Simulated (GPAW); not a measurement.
A self-consistent single point of Ba (Im-3m, 1 atom in the cell) with GPAW.

Method of the run: PBE, GPAW PAW datasets PBE (gpaw-data 1.0.1) (plane waves; GPAW).

The change in words: lattice scaled by 0.98. Reference geometry:
```
Ba
1.0
   -2.55995     2.55995     2.55995
    2.55995    -2.55995     2.55995
    2.55995     2.55995    -2.55995
Ba
1
Direct
  0.00000   0.00000   0.00000
```

Reference input (self-consistent single point, DFT PBE, plane waves, GPAW PAW datasets PBE (gpaw-data 1.0.1)): mode = pw; ecut = 550 eV; xc = PBE; kpts = 12 12 12; mesh shift (steps) = 0 0 0; occupations.name = fermi-dirac; occupations.width = 0.05 eV; nbands = -7; convergence.density = 1e-05 e/electron; symmetry.symmorphic = false; symmetry.tolerance = 0.0005; maxiter = 120. This run's input differs from it in these lines:

```diff
@@ -5,5 +5,5 @@
 atoms = Atoms(['Ba'],
-              cell=[[-2.559949, 2.559949, 2.559949],
-                    [2.559949, -2.559949, 2.559949],
-                    [2.559949, 2.559949, -2.559949]],
+              cell=[[-2.508750, 2.508750, 2.508750],
+                    [2.508750, -2.508750, 2.508750],
+                    [2.508750, 2.508750, -2.508750]],
               positions=[[0.000000, 0.000000, 0.000000]],
```

Output (repeated stretches shortened):

```
     iter     time        total  log10-change:
                         energy   eigst   dens
iter:   1 --:--:--    -1.851559
iter:   2 --:--:--    -2.030124   -0.99  -1.18
iter:   3 --:--:--    -1.945549   -1.97  -1.21
iter:   4 --:--:--    -1.872912   -2.17  -1.38
iter:   5 --:--:--    -1.872729   -3.83  -2.08
iter:   6 --:--:--    -1.872221c  -4.13  -2.14
iter:   7 --:--:--    -1.871650c  -4.50  -2.30
iter:   8 --:--:--    -1.871643c  -6.21  -3.49
iter:   9 --:--:--    -1.871643c  -6.47  -3.48
iter:  10 --:--:--    -1.871642c  -7.72c -4.06
iter:  11 --:--:--    -1.871642c  -8.97c -4.53
iter:  12 --:--:--    -1.871642c  -9.21c -4.54
iter:  13 --:--:--    -1.871642c  -8.43c -4.47
iter:  14 --:--:--    -1.871642c  -9.15c -4.57
iter:  15 --:--:--    -1.871642c  -9.39c -5.07c
Converged after 15 iterations.

Dipole moment: (-0.000000, -0.000000, -0.000000) |e|*Ang

Energy contributions relative to reference atoms: (reference = -221277.842511)

Kinetic:         +0.431341
Potential:       +1.469194
External:        +0.000000
XC:              -3.725355
Entropy (-ST):   -0.010409
Local:           -0.041618
SIC:             +0.000000
--------------------------
Free energy:     -1.876847
Extrapolated:    -1.871642

Showing only first 2 kpts
 Kpt  Band  Eigenvalues  Occupancy
  0     3     -8.83813    2.00000
  0     4      2.26663    2.00000
  0     5      6.83816    0.00000
  0     6      6.83816    0.00000

  1     3     -8.83833    2.00000
  1     4      2.39598    2.00000
  1     5      6.73061    0.00000
  1     6      6.77975    0.00000

Fermi level: 5.00751

No gap
No difference between direct/indirect transitions
Energy (eV): -1.871642

Forces in eV/Ang:
  0 Ba    0.00000    0.00000    0.00000

Stress tensor:
    -0.000367     0.000000     0.000000
     0.000000    -0.000367     0.000000
     0.000000     0.000000    -0.000367
Stress (GPa, Voigt): [-0.0587 -0.0587 -0.0587  0.      0.      0.    ]
```

The run converged in 15 iterations. GPAW prints stress with tension positive. Against the reference run the free energy goes down by 4.7 meV/atom and the pressure goes from -0.43 to 0.06 GPa.

The starting cell has typed, rounded lattice constants, without a prior relaxation at this level. Its lattice was rescaled by a random factor within 2.5 % of one. For this run, on top of that: lattice scaled by 0.98.
